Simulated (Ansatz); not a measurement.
System: interstitial Al in 4H silicon carbide (charge state +3). Calculation: PBE, PAW (plane waves to 420 eV; Ansatz, a quantum-chemistry and plane-wave program).

72-site cell at the relaxed PBE lattice, the Γ point alone, smearing 0.01 eV, spin-restricted, no finite-size correction. Energies are static. The charge state is imposed; whether it is stable for some Fermi level was not computed. Sites that were not tried may lie lower.

Barriers: single points on a 2×2×2 k-point mesh shifted by half a step along c at the bands' geometries (they differ from the bands' own by up to 0.11 eV, and are uncertain by about as much).

The step: a direct jump of one Al atom. Atoms about the jump, Cartesian Å from the middle of the jump, before and after:

```
atom     x0     y0     z0     x1     y1     z1
----  -----  -----  -----  -----  -----  -----
Al1    0.00   0.00  -1.17   0.00   0.00   1.17
C2     0.00   1.78  -0.54   0.00   1.76  -0.54
C3     1.54  -0.89  -0.54   1.52  -0.88  -0.54
C4    -1.54  -0.89  -0.54  -1.52  -0.88  -0.54
Si5    1.67   0.97   0.22   1.67   0.96  -0.07
Si6   -1.67   0.97   0.22  -1.67   0.97  -0.07
Si7    0.00  -1.93   0.22   0.00  -1.93  -0.07
C8    -1.56   0.90   2.06  -1.53   0.88   1.97
C9     1.56   0.90   2.06   1.53   0.88   1.97
C10    0.00  -1.80   2.06   0.00  -1.76   1.97
C11    0.00   0.00  -3.07   0.00   0.00  -3.07
Si12   0.00   1.92  -2.57   0.00   1.78  -2.48
Si13  -1.67  -0.96  -2.57  -1.54  -0.89  -2.48
Si14   1.67  -0.96  -2.57   1.54  -0.89  -2.48
Si15   0.00   1.80   2.65   0.00   1.90   2.72
Si16  -1.56  -0.90   2.65  -1.65  -0.95   2.72
Si17   1.56  -0.90   2.65   1.65  -0.95   2.72
```

Task: Where do these atoms stand at the saddle point, and how high is it?

Result: 
```
atom      x      y      z
----  -----  -----  -----
Al1    0.00   0.00  -0.01
C2     0.00   1.81  -0.55
C3     1.57  -0.90  -0.55
C4    -1.57  -0.90  -0.55
Si5    1.84   1.06   0.16
Si6   -1.84   1.07   0.16
Si7    0.00  -2.12   0.16
C8    -1.55   0.90   1.99
C9     1.55   0.90   1.99
C10    0.00  -1.79   1.99
C11    0.00   0.00  -3.06
Si12   0.00   1.80  -2.49
Si13  -1.56  -0.90  -2.49
Si14   1.55  -0.90  -2.49
Si15   0.00   1.82   2.64
Si16  -1.58  -0.91   2.64
Si17   1.58  -0.91   2.64
```
It lies 3.18 eV above the start and 2.64 eV above the end. The saddle point's order was not checked, and it lies on a symmetry element of the cell, where a band can be held.
